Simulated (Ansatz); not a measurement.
Al on the C site (4H silicon carbide host)

Level of theory: PBE, PAW (plane waves to 420 eV; Ansatz, an electronic-structure program). Cell: 96 sites, 3×2×1; final energies on a 2×2×2 shifted mesh. Site at the start: the C(h) site. Energies of charged states are corrected for periodic images (point charge plus alignment at distant sites). Dielectric constants: PBE linear response of the host. Host gap at this level: 2.23 eV. Finite-size and sampling errors can reach tenths of an eV here. The semilocal functional narrows the gap, so deep levels can fall outside it. Spin–orbit coupling is left out. Each state is the lowest found from its start.

Formation energies E_f are given with the Fermi level at the valence-band maximum. Chemical conditions: C-rich (Δμ(C) = 0.00 eV, Δμ(Al) = -0.16 eV, bounded by Al4C3 (R-3m); only phases computed here count, gases as isolated molecules at 0 K). Reference phases: Al: fcc Al, C: graphite.

| charge | moment (μB) | largest move off a lattice site (Å) | image correction with alignment (eV) | E_f, C-rich (eV) | above the lowest spin state (eV) |
|---|---|---|---|---|---|
| +1 | 2.0 | 0.38 | 0.24 | 6.56 | 0.00 |
| +1 | not spin-polarised | 0.37 | 0.23 | 6.66 | 0.09 |
| 0 | 1.0 | 0.34 | 0.00 | 7.37 | 0.00 |
| −1 | not spin-polarised | 0.31 | 0.10 | 8.74 | 0.00 |

No other site or start that was run ended lower by more than 0.1 eV.

Transition levels above the valence-band maximum: ε(+1/0) = 0.80 eV; ε(0/−1) = 1.38 eV. On the lower envelope of the bound states, inside the gap: (+1/0) at 0.80 eV; (0/−1) at 1.38 eV.

Flagged in the runs: a host whose relaxation on this sampling wasn't shown to rest, a strain field that reaches the edge of the cell.
